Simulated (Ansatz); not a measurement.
Consider ZnS in the wurtzite structure (space group P6_3mc, No. 186; a = 3.738 Å, c = 6.143 Å). Axes: x lies along a and z along c of the hexagonal cell.

Computed with LDA, PAW, 420 eV (Ansatz, a program for electronic structure; no spin-orbit coupling).

It is then changed as follows: the cell is stretched by 0.60 % along x with no lateral relaxation; the atoms relax in the strained cell.

Predict the stress tensor and what it implies for the stiffness.

Stress of the strained cell less that of the base (GPa, compression positive):
```
  -0.81    0.00    0.00
   0.00   -0.39    0.00
   0.00    0.00   -0.30
```

Then −Δσ_ii/ε with ε = 0.0060 gives relaxed-ion elastic constants: C11 ≈ 136 GPa, C12 ≈ 64 GPa and C13 ≈ 50 GPa.

Whether these cells are dynamically stable was not tested.
